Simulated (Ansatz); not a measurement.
Take Ga2O3 (space group C2/m, No. 12; a = 12.4552 Å, b = 3.0835 Å, c = 5.8776 Å, α = 90.00°, β = 103.70°, γ = 90.00°) as the base.

(Cell as relaxed with PBE.)

Levels (all Ansatz, an electronic-structure program, PAW): PBE (420 eV, without spin-orbit coupling); r2SCAN (500 eV, no SOC).

Each level relaxes its own structure.

```
base                  PBE    r2SCAN
---------------  --------  --------
volume per atom  10.97 Å³  10.50 Å³
band gap          2.01 eV   3.02 eV
```

One thing is altered: a hydrostatic pressure of 4.5 GPa.

| quantity | PBE | r2SCAN |
|---|---|---|
| shift of the gap caused by the change | +0.21 eV | +0.19 eV |
| band gap | 2.22 eV | 3.22 eV |
| volume per atom | 10.67 Å³ | 10.26 Å³ |
| smallest direct gap | 2.24 eV | 3.25 eV |

PBE's band gap lies 1.00 eV below r2SCAN's; PBE's volume per atom lies 0.41 Å³ above r2SCAN's (4.0 %); PBE's smallest direct gap lies 1.01 eV below r2SCAN's. Neither level is exact; r2SCAN is the comparison here, not a measurement.

Load acts through the strain it causes; cell and atoms are relaxed under it. No phonon test of stability was made.
